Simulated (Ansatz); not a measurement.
Band structure of LuN (Fm-3m, 2 atoms in the cell).

```
LuN
1.0
    0.00000     2.39079     2.39079
    2.39079     0.00000     2.39079
    2.39079     2.39079     0.00000
Lu N
1 1
Cartesian
  0.00000   0.00000   0.00000
  2.39079   2.39079   2.39079
```

Computed with LDA (PW92), PAW files made with PBE (plane waves; Ansatz, an electronic-structure program).

Settings: kpoints.mp_grid.grid = 8 8 8; hamiltonian.xc = lda; hamiltonian.pseudopotentials = {kind: paw} (the program's default PAW files); scf.occupations.method = fermi_dirac; scf.occupations.width = 0.05 eV; kpoints.band_path.npoints = 8.

The starting cell comes from a database of computed structures (which also holds hypothetical and non-ambient phases and stackings), without a prior relaxation at this level. Its lattice was rescaled by a random factor within 2.5 % of one. Spin-orbit coupling is off. The run gives no clean gap (levels at the Fermi energy touch, overlap or are partly filled at this smearing), which alone does not show that the compound is a metal.

Levels in eV from the Fermi level, bands 12 to 18:
```
point     12     13     14     15     16    17    18
-----  -----  -----  -----  -----  -----  ----  ----
Γ      -3.27   0.08   0.08   0.08   3.13  3.13  3.13
X      -3.32  -2.32  -0.58  -0.58  -0.09  7.35  7.42
W      -3.28  -2.40  -2.19  -2.19   4.15  4.15  8.01
K      -3.31  -2.68  -2.33  -1.55   2.43  6.59  7.59
L      -3.27  -3.27  -2.66  -2.66   5.87  6.64  6.76
U      -3.31  -2.68  -2.33  -1.55   2.43  6.59  7.59
```

Bands cross the Fermi level along this path, so the cell is metallic at this level.

Keys are those of Ansatz 0.2.
